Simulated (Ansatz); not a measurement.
The reference is InAgTe2 in the chalcopyrite structure (space group I-42d, No. 122; a = 6.4319 Å, c = 12.7658 Å). Axes: x, y, z lie along a, b, c of the conventional cell.

Calculations: PBEsol (Ansatz, a program for electronic structure), no spin-orbit coupling.

Strains are applied to the cell and any free atomic positions relax; under biaxial strain the out-of-plane vector relaxes too.

One change was made to it. Results:

```json
[
 {"quantity": "energy relative to the base (free energy F)", "base": "0 meV/atom", "after": "+7.3 meV/atom"},
 {"quantity": "band gap", "base": "0.08 eV", "after": "zero"},
 {"quantity": "shortest interatomic distance", "base": "2.746 Å", "after": "2.771 Å"},
 {"quantity": "pressure (mean of the normal stresses, compression positive)", "base": "0.0 GPa", "after": "-0.8 GPa"}
]
```

### Question
What was done to the base?
A. biaxial strain +2.25 %, plane normal [001], relaxed out of plane
B. biaxial strain +1.50 %, plane normal [001], relaxed out of plane
C. biaxial strain +3.00 %, plane normal [001], relaxed out of plane

### Answer
C, biaxial strain +3.00 %, plane normal [001], relaxed out of plane. For comparison, the energy relative to the base in the other runs: biaxial strain +2.25 %, plane normal [001], relaxed out of plane gives +4.2 meV/atom; biaxial strain +1.50 %, plane normal [001], relaxed out of plane gives +1.9 meV/atom.

Spin-orbit coupling, missing from the scalar runs, can matter with Te. Whether these cells are dynamically stable was not tested. All final runs are without spin polarisation. Gaps under 0.05 eV, about the width of the smearing, are given as zero. The zero or small gap of InAgTe2 can change with the level of theory.
